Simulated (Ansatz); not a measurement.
For TaNi$_{3}$ (I4/mmm), Ansatz (a first-principles code) with PBEsol, DFPT electron-phonon coupling, linearised Boltzmann equation gives a transport coupling λ_tr = 0.165 and a Drude plasma energy ħω_p = 3.83 eV along z (a = (0.00, 2.54, 3.70) Å; b = (2.54, 0.00, 3.70) Å; c = (2.54, 2.54, 0.00) Å).

Question: Estimate the resistivity at 300 K from the high-temperature formula ρ = 2π λ_tr k_B T / (ħ ε₀ ω_p²), and say how the full Boltzmann solution compares.

Answer: The scattering rate is 1/τ = 2π λ_tr k_B T/ħ = 4.07e13 s⁻¹ and ω_p = 5.82e15 s⁻¹, so ρ ≈ 13.6 μΩ·cm. The Boltzmann solution gives 12.6 μΩ·cm, 0.92 times the estimate.

A metal at this level (no band gap). Only scattering by harmonic phonons is included (no impurities, grain boundaries, electron-electron scattering or thermal expansion). Spin-orbit coupling is left out, which matters with elements this heavy. The run warned that the eigensolver left some states short of its tolerance. Halving the electron mesh (28x28x28) moves the resistivity by up to 3 % at 300 K, the coupling by up to 2 %. Smearing 0.20 eV; phonons on a 4x4x4 q mesh, which this run doesn't test.

Formula and space group known from diffraction (Crystallography Open Database), not checked to be the room-temperature form: TaNi3 (I4/mmm). Treated as nonmagnetic (a ferromagnetic start lost its moment, other orders weren't tried): TaNi3 (I4/mmm).
